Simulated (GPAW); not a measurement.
Worked example: self-consistent single point of Nb (Im-3m, 1 atom in the cell) in GPAW.

Method: PBE, GPAW PAW datasets PBE (gpaw-data 1.0.1) (plane waves; GPAW).

The change in words: lattice scaled by 0.98. Reference geometry:
```xyz
1
Lattice="-1.6565 1.6565 1.6565 1.6565 -1.6565 1.6565 1.6565 1.6565 -1.6565" Properties=species:S:1:pos:R:3 pbc="T T T"
Nb     0.0000     0.0000     0.0000
```

Reference input (self-consistent single point, DFT PBE, plane waves, GPAW PAW datasets PBE (gpaw-data 1.0.1)): mode = pw; ecut = 550 eV; xc = PBE; kpts = 9 9 9; mesh shift (steps) = 0 0 0; occupations.name = fermi-dirac; occupations.width = 0.05 eV; nbands = -7; symmetry.symmorphic = false; symmetry.tolerance = 0.0005; maxiter = 150. This run's input differs from it in these lines:

```diff
@@ -5,5 +5,5 @@
 atoms = Atoms(['Nb'],
-              cell=[[-1.656493, 1.656493, 1.656493],
-                    [1.656493, -1.656493, 1.656493],
-                    [1.656493, 1.656493, -1.656493]],
+              cell=[[-1.623363, 1.623363, 1.623363],
+                    [1.623363, -1.623363, 1.623363],
+                    [1.623363, 1.623363, -1.623363]],
               scaled_positions=[[0.000000, 0.000000, 0.000000]],
```

Log, with long lists cut:

```
     iter     time        total  log10-change:
                         energy   eigst   dens
iter:   1 --:--:--   -10.888849
iter:   2 --:--:--   -10.805323   -1.65  -1.16
iter:   3 --:--:--   -10.380513   -1.06  -1.19
iter:   4 --:--:--   -10.377915   -3.21  -1.92
iter:   5 --:--:--   -10.347579   -2.08  -1.92
iter:   6 --:--:--   -10.338035   -3.33  -2.15
iter:   7 --:--:--   -10.337778   -4.99  -2.87
iter:   8 --:--:--   -10.337417c  -4.34  -2.99
iter:   9 --:--:--   -10.337414c  -6.81  -4.06c
iter:  10 --:--:--   -10.337412c  -7.48c -4.21c
Converged after 10 iterations.

Dipole moment: (-0.000000, -0.000000, 0.000000) |e|*Ang

Energy contributions relative to reference atoms: (reference = -103906.147789)

Kinetic:         +2.636691
Potential:       -6.245373
External:        +0.000000
XC:              -6.678009
Entropy (-ST):   -0.010534
Local:           -0.045455
SIC:             +0.000000
--------------------------
Free energy:    -10.342679
Extrapolated:   -10.337412

Showing only first 2 kpts
 Kpt  Band  Eigenvalues  Occupancy
  0     4      6.10614    2.00000
  0     5     12.43584    0.00244
  0     6     12.43584    0.00244
  0     7     12.43584    0.00244

  1     4      6.62695    2.00000
  1     5     12.11501    0.85533
  1     6     12.33319    0.01885
  1     7     12.95205    0.00000

Fermi level: 12.10044

No gap
No difference between direct/indirect transitions
Energy (eV): -10.337412

Forces in eV/Ang:
  0 Nb    0.00000   -0.00000    0.00000

Stress tensor:
    -0.060328    -0.000000    -0.000000
    -0.000000    -0.060328     0.000000
    -0.000000     0.000000    -0.060328
Stress (GPa, Voigt): [-9.6656 -9.6656 -9.6656  0.     -0.     -0.    ]
```

The run converged in 10 iterations. GPAW prints stress with tension positive. Against the reference run the free energy goes up by 26.3 meV/atom and the pressure goes from -1.49 to 9.67 GPa.

The starting cell comes from a database of computed structures (which also holds hypothetical and non-ambient phases and stackings), without a prior relaxation at this level. Its lattice was rescaled by a random factor within 2.5 % of one. For this run, on top of that: lattice scaled by 0.98. Spin polarisation is off. With a pressure of about 10 GPa the cell is away from its equilibrium volume at this level.
